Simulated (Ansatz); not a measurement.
Worked example: self-consistent single point of BaGaGeH (P3m1, 4 atoms in the cell) in Ansatz (a quantum-chemistry and plane-wave program).

Computed with PBEsol, default PAW files made with PBE (plane waves; Ansatz).

The change in words: lattice scaled by 0.98; kpoints.mp_grid.grid: 7 7 5 → 6 6 4. Reference geometry:
```yaml
crystal:
  lattice:
    - [4.39993, 0.00000, 0.00000]
    - [-2.19997, 3.81045, 0.00000]
    - [0.00000, 0.00000, 5.29591]
  atoms:
    - { symbol: Ba, position: [0.33333, 0.66667, 0.00946] }
    - { symbol: Ga, position: [0.00000, 0.00000, 0.55053] }
    - { symbol: Ge, position: [0.66667, 0.33333, 0.44636] }
    - { symbol: H, position: [0.00000, 0.00000, 0.88298] }
```

Reference input (self-consistent single point, DFT, PBEsol, plane waves, default PAW files made with PBE): basis.ecutwfc = 420 eV; kpoints.mp_grid.grid = 7 7 5; hamiltonian.xc = pbesol; hamiltonian.pseudopotentials = {kind: paw} (the program's default PAW files); scf.occupations.method = gaussian; scf.occupations.width = 0.136 eV. This run's input differs from it in these lines:

Ansatz 0.2 input:
```diff
@@ -2,5 +2,5 @@
   lattice:
-    - [4.399930, 0.000000, 0.000000]
-    - [-2.199965, 3.810451, 0.000000]
-    - [0.000000, 0.000000, 5.295908]
+    - [4.311931, 0.000000, 0.000000]
+    - [-2.155966, 3.734242, 0.000000]
+    - [0.000000, 0.000000, 5.189990]
   atoms:
@@ -13,3 +13,3 @@
 kpoints:
-  mp_grid: { grid: [7, 7, 5] }
+  mp_grid: { grid: [6, 6, 4] }
 hamiltonian:
```

Output, abridged:

```
SCF iter   1: F=—  HF=-13877.156170 eV  |F-HF|=—  |Δ(HF+E_count)|=         —  Δρ=4.38e-3  dr2=1.49e-2  ethr=1.77e-3  ⟨swp⟩=7.0  Hψ=2721  notcnv=0
all-band conjugate gradients solve this SCF's bands
preconditioner: auto → Resta (q_TF=auto, 2.392 Å⁻¹)
SCF iter   2: F=—  HF=-13877.150870 eV  |F-HF|=—  |Δ(HF+E_count)|=   5.30e-3  Δρ=2.06e-3  dr2=3.70e-3  ethr=3.92e-5  ⟨swp⟩=2.5  Hψ=924  notcnv=0
   [... lines left out ...]
SCF iter   4: F=—  HF=-13877.149978 eV  |F-HF|=—  |Δ(HF+E_count)|=   1.64e-6  Δρ=1.05e-4  dr2=1.19e-5  ethr=2.19e-7  ⟨swp⟩=2.0  Hψ=985  notcnv=0
SCF iter   5: F=—  HF=-13877.149981 eV  |F-HF|=—  |Δ(HF+E_count)|=   3.26e-6  Δρ=5.10e-5  dr2=2.15e-6  ethr=3.13e-8  ⟨swp⟩=2.0  Hψ=986  notcnv=0
SCF iter   6: F=—  HF=-13877.149979 eV  |F-HF|=—  |Δ(HF+E_count)|=   1.65e-6  Δρ=1.31e-5  dr2=1.51e-7  ethr=5.65e-9  ⟨swp⟩=2.0  Hψ=985  notcnv=0
SCF iter   7: F=-13877.149979 eV  HF=-13877.149979 eV  |F-HF|=9.58e-8  |Δ(HF+E_count)|=   5.42e-8  Δρ=7.97e-6  dr2=3.92e-8  ethr=2.63e-10  ⟨swp⟩=5.7  Hψ=2610  notcnv=0
SCF 1 converged in 7 iterations: F = -13877.149979 eV  dr2 = 3.92e-8
Free energy (F): -13877.149979 eV
Internal energy: -13877.149082 eV  (E = F + TS)
E sigma→0 (E₀):  -13877.149530 eV
Entropy (-TS):   -0.000898 eV (-0.224 meV/atom)
Fermi energy:    8.816374 eV
--- Forces (eV/Å), atoms counted from 1 ---
  atom   1  Ba     0.00000000     0.00000000    -0.12589381
  atom   2  Ga    -0.00000000     0.00000000     0.00549474
  atom   3  Ge     0.00000000     0.00000000     0.08101932
  atom   4  H      0.00000000    -0.00000000     0.03935920
--- Stress (GPa, compression-positive) ---
       -0.537656      -0.000000       0.000000
       -0.000000      -0.537656       0.000000
       -0.000000       0.000000      -1.316857
  P = ⅓ Tr σ = -0.7974 GPa (-7.974 kbar)
  The stress holds the Pulay correction. Without it, at fixed plane waves, as pw.x and ABINIT print it: P = -0.8331 GPa
```

The run converged in 7 iterations. Against the reference run the free energy drops by 15.1 meV/atom, the pressure goes from -3.36 to -0.80 GPa and the largest force goes from 0.116 to 0.126 eV/Å.

The starting cell comes from a database of computed structures (which also holds hypothetical and non-ambient phases and stackings), without a prior relaxation at this level. Its lattice was rescaled by up to half a per cent. One atom was moved a little off its site on purpose. For this run, on top of that: lattice scaled by 0.98. Ansatz's pressure includes its estimate of the finite-basis (Pulay) stress.
